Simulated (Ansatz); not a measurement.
# BaTiO3 in the cubic perovskite structure (space group Pm-3m, No. 221)

```cif
data_BaO3Ti
_chemical_formula_sum 'Ba1 Ti1 O3'
_space_group_name_H-M_alt 'Pm-3m'
_space_group_IT_number 221
_space_group_name_Hall '-P 4 2 3'
_cell_length_a 4.01946
_cell_length_b 4.01946
_cell_length_c 4.01946
_cell_angle_alpha 90.000
_cell_angle_beta 90.000
_cell_angle_gamma 90.000
loop_
_atom_site_label
_atom_site_type_symbol
_atom_site_symmetry_multiplicity
_atom_site_Wyckoff_symbol
_atom_site_fract_x
_atom_site_fract_y
_atom_site_fract_z
_atom_site_occupancy
Ba1 Ba 1 a 0.00000 0.00000 0.00000 1
Ti1 Ti 1 b 0.50000 0.50000 0.50000 1
O1 O 3 c 0.00000 0.50000 0.50000 1
```

Level of theory: DFT with PBE, PAW potentials and a 420 eV plane-wave cutoff in Ansatz (an electronic-structure program), no SOC, earlier PAW set. Settings: 8×8×8 k-points, 0.05 eV Fermi–Dirac smearing.

The volume per atom comes out as 12.99 Å³ and the density is 5.96 g/cm³. The band gap is 1.79 eV, indirect, R → Γ and the lowest conduction-band minima above the VBM is Γ 1.79 eV. The total energy comes out as -2031.947 eV/atom (σ→0; compares only within this code and set-up).

Stability against distortions was not tested. The final runs are not spin-polarised. Many cubic perovskites are stable only at high temperature; tilts and polar distortions were not tested. This is not the structure that BaTiO3 has at room temperature and ambient pressure.
